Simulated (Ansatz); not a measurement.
The starting structures come from a database of crystals and need not be the phases stable at ambient conditions.

By PBEsol, the system below comes out a metal.

Without scattering a metal conducts by its projected Fermi surface.

Input:

```
CELL_PARAMETERS angstrom
      3.90050     0.00000     0.00000
      1.82766     3.44580     0.00000
      1.95025     1.17318     0.80307
ATOMIC_POSITIONS crystal
  Cu 0.00000 0.00000 0.00000
```

Space group of this cell: I4/mmm. The cell is strained (all lengths scaled by 0.98); by PBEsol its mean pressure is 9.7 GPa.

The current flows along the normal of the first two printed cell vectors, the (111) plane of the conventional cell. No spin-orbit coupling; the value is a mean over 0.1 eV about the Fermi level.

Problem. Predict the ballistic conductance per area from Ansatz (a quantum-chemistry and plane-wave program) with PBEsol.

Solution. 1.2 × 10¹⁵ S/m² for both spins.
